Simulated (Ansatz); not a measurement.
Take MgSe in the rock salt structure (space group Fm-3m, No. 225) as the base.

```cif
data_MgSe
_chemical_formula_sum 'Mg1 Se1'
_space_group_name_H-M_alt 'P 1'
_space_group_IT_number 1
_cell_length_a 3.89477
_cell_length_b 3.89477
_cell_length_c 3.89477
_cell_angle_alpha 60.000
_cell_angle_beta 60.000
_cell_angle_gamma 60.000
loop_
_space_group_symop_operation_xyz
  'x, y, z'
loop_
_atom_site_label
_atom_site_type_symbol
_atom_site_fract_x
_atom_site_fract_y
_atom_site_fract_z
_atom_site_occupancy
Mg1 Mg 0.00000 0.00000 0.00000 1
Se1 Se 0.50000 0.50000 0.50000 1
```

Computed with plane-wave PAW DFT at the PBE level (Ansatz, a quantum-chemistry and plane-wave program, 420 eV), scalar-relativistic without spin-orbit coupling.

Before the change:

| Item | Value |
|---|---|
| Electron mass | 0.48 mₑ along k, 0.24 mₑ across (at X) |
| Valley order | X along ⟨100⟩ 1.77 eV; Γ 2.40 eV |
| Pressure | 0.01 GPa |

It is then changed as follows: an isotropic linear strain of −0.50 %; the atoms relax in the strained cell.

Estimate the effect on the electron mass, energy relative to the base, valley order and pressure.

The electron mass stays 0.48 mₑ along k, 0.24 mₑ across (at X); the energy rises by 0.9 meV/atom; the valley order (the lowest conduction-band minima on the path, energy above the VBM, named in the base's zone) changes from X along ⟨100⟩ 1.77 eV; Γ 2.40 eV to X along ⟨100⟩ 1.80 eV; Γ 2.50 eV; the pressure grows by 0.94 GPa to 0.95 GPa.

The levels and masses belong to the bands next to the band gap. Masses are band curvatures over ±0.01 Å⁻¹ around the edge. Along k means along the line from Γ to the band edge. Whether these cells are dynamically stable was not tested.
